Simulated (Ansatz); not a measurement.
The starting structures come from a database of crystals and need not be the phases stable at ambient conditions.

 Where the default PAW files enter, the runs use the earlier of Ansatz's two default sets.

By PBEsol, the system below comes out a metal.

Without scattering a metal conducts by its projected Fermi surface.

Given:

```
CELL_PARAMETERS angstrom
      4.50369     0.00000     0.00000
      0.00000     4.50369     0.00000
      0.00000     0.00000     4.50369
ATOMIC_POSITIONS crystal
  Si 0.34683 0.84683 0.34683
  Si 0.15317 0.15317 0.84683
  Si 0.84683 0.65317 0.65317
  Si 0.65317 0.34683 0.15317
  Ni 0.64950 0.14950 0.64950
  Ni 0.85050 0.85050 0.14950
  Ni 0.14950 0.35050 0.35050
  Ni 0.35050 0.64950 0.85050
```

Space group of this cell: P2_13. The cell is taken as given; by PBEsol its mean pressure is -4.6 GPa.

The current flows along the normal of the first two printed cell vectors, the (001) plane of the conventional cell. No spin-orbit coupling; the value is a mean over 0.1 eV about the Fermi level.

### Question
State the ballistic conductance per area according to PBEsol (Ansatz, a first-principles code).

### Answer
0.34 × 10¹⁵ S/m² for both spins.
